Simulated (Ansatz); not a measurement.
Start from Be₃N₂ (space group R3m, No. 160; a = 2.835 Å, c = 14.557 Å (hexagonal axes); a cell from a computed database, its experimental status unchecked).

Perturbation: the cell is scaled by 1.0532 in all directions; the atoms relax in the strained cell.

Levels (all Ansatz, a quantum-chemistry and plane-wave program, PAW): PBEsol (420 eV, spin-orbit coupling left out); r2SCAN (500 eV, no spin-orbit coupling); HSE06 (420 eV, no spin-orbit coupling).

One geometry, relaxed with PBEsol, under each level:

```csv
level,band gap,lowest conduction level above the VBM at special points,pressure
PBEsol,2.55 eV,F 2.55 eV; Γ 4.49 eV; H₀ 4.58 eV; H₂ 4.58 eV,-25.43 GPa
r2SCAN,[?],[?],[?]
HSE06,3.84 eV,F 3.84 eV; Γ 5.91 eV; H₀ 5.98 eV,–
```

### Question
Give the withheld r2SCAN results.

### Answer

- r2SCAN, band gap: 3.28 eV
- r2SCAN, lowest conduction level above the VBM at special points: F 3.28 eV; Γ 5.19 eV; H₀ 5.36 eV; H₂ 5.36 eV
- r2SCAN, pressure: -25.89 GPa

Single points use the geometry relaxed with PBEsol. Their cutoffs differ, which shifts pressures a little. The hybrid gap comes from the SCF mesh plus the semilocal run's edge points and a few special points and is an upper bound. Stability against distortions was not tested.
